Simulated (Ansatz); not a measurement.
Start from Ta in the bcc (W type) structure (space group Im-3m, No. 229; a = 3.282 Å).

The values are results of PBEsol/PAW in Ansatz (a first-principles code), no spin-orbit coupling, earlier PAW set, not measurements.

One change was made to it. Results:

The band gap remains zero; the volume per atom decreases by 6.85 Å³ (17.67 Å³ → 10.82 Å³).

Problem. Name the change that was made.
A) Ta → Fe
B) Ta → Hf
C) Ta → W
D) Ta → Lu

Solution. A, Ta → Fe. For comparison, the volume per atom in the other runs: Ta → Hf gives 21.26 Å³; Ta → Lu gives 27.88 Å³; Ta → W gives 15.69 Å³.

Other magnetic orders, which the real material may have, were not ruled out. Stability against distortions was not tested. For Lu in this form, whether it has been made was not checked. Spin-polarised in the final run: Fe; the other runs are not. This is not the structure that Hf has at room temperature and ambient pressure. This is not the structure that Lu has at room temperature and ambient pressure.
